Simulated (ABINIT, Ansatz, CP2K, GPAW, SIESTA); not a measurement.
**Code comparison for AgCl (Fm-3m, 2 atoms in the cell)**

Band-structure calculation.

```xyz
2
Lattice="0.0000 2.7750 2.7750 2.7750 0.0000 2.7750 2.7750 2.7750 0.0000" Properties=species:S:1:pos:R:3 pbc="T T T"
Ag     0.0000     0.0000     0.0000
Cl     2.7750     2.7750     2.7750
```

Shared settings, as Ansatz (an electronic-structure program) writes them: kpoints.mp_grid.grid = 8 8 8; scf.occupations.method = fermi_dirac; scf.occupations.width = 0.01 eV. Potentials and cutoffs stand in the table.

```
code                                                                                                                      model  gap along the path (eV)  smallest direct gap (eV)       cutoff
------  -----------------------------------------------------------------------------------------------------------------------  -----------------------  ------------------------  -----------
Ansatz                                                                                                   PBE, default PAW files                     0.91                      2.98      default
GPAW                                                                               PBE, GPAW PAW datasets PBE (gpaw-data 1.0.1)                     0.89                      2.99       550 eV
ABINIT                                                 PBE, norm-conserving pseudopotentials (PseudoDojo nc-sr-05 PBE standard)                     0.91                      3.00        41 Ha
SIESTA  GGA PBE, numerical atomic orbitals DZP, PseudoDojo PBE standard norm-conserving potentials (rewritten from UPF to PSML)                     1.19                      3.25  grid 350 Ry
CP2K                                                    PBE, GPW, DZVP-MOLOPT-SR-GTH basis, GTH-PBE potentials (GTH_POTENTIALS)                     0.89                      2.96  grid 500 Ry
```

The spread over the programs that give each value: gap along the path within 0.30 eV; smallest direct gap within 0.29 eV.

SIESTA and CP2K use small atom-centred bases, whose incompleteness enters pressures, forces and empty levels differently from a plane-wave cutoff.

In the gap along the path, SIESTA stands apart from the plane-wave programs.

The starting cell has typed, rounded lattice constants, without a prior relaxation at this level.

Left out of this page: Quantum ESPRESSO (not drawn, or without a comparable value); FLEUR (with a known weakness of the program).

Keys are those of Ansatz 0.2.
